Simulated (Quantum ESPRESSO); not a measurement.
**Convergence test for MgNi₂S₄ (Cm, 7 atoms in the cell)**

```
Mg(NiS2)2
1.0
    2.92684    -1.68594     0.00000
    2.92684     1.68594     0.00000
   -0.02524     0.00000    11.39554
Mg Ni S
1 2 4
Direct
  0.99945   0.99945   0.00000
  0.33224   0.33224   0.28252
  0.66935   0.66935   0.71739
  0.66694   0.66694   0.14167
  0.66579   0.66579   0.38331
  0.33499   0.33499   0.61656
  0.33124   0.33124   0.85855
```

Method of the run: PBEsol, GBRV 1.5 ultrasoft (PBESOL) pseudopotentials (plane waves; Quantum ESPRESSO).

The starting cell comes from a database of computed structures (which also holds hypothetical and non-ambient phases and stackings), without a prior relaxation at this level. Its lattice was rescaled by a random factor within 2.5 % of one. Spin polarisation is off, so a magnetic state, if there is one, cannot be reached. In the base run, with a pressure of about -4 GPa the cell is away from its equilibrium volume at this level.

Held fixed: ecutwfc = 50 Ry; occupations = smearing; smearing = gauss; degauss = 0.0073499 Ry; K_POINTS = automatic 6 6 2 0 0 0; conv_thr = 1e-10 Ry.

ΔF is the free energy per atom less that of the last row (800 Ry).

| ecutrho | ΔF (meV/atom) | pressure (GPa) | largest force (eV/Å) | iterations |
|---|---|---|---|---|
| 100 Ry | -75.9 | 0.98 | 0.308 | 24 |
| 150 Ry | -1.44 | -3.46 | 0.145 | 26 |
| 200 Ry | 0.08 | -3.65 | 0.144 | 26 |
| 250 Ry | 0.07 | -3.65 | 0.143 | 26 |
| 300 Ry | -0.03 | -3.65 | 0.143 | 26 |
| 400 Ry | -0.01 | -3.65 | 0.143 | 26 |
| 500 Ry | 0.03 | -3.65 | 0.143 | 26 |
| 600 Ry | 0.03 | -3.65 | 0.143 | 26 |
| 800 Ry | 0.00 | -3.65 | 0.143 | 26 |

Energy within 5 meV/atom of the last row: from ecutrho = 150 Ry on; the one before it is off by 76 meV/atom.

Largest force within 0.01 eV/Å of the last row: from ecutrho = 150 Ry on; the one before it is off by 0.17 eV/Å. The value it settles on is 0.143 eV/Å at this level of theory and with the other settings as held.
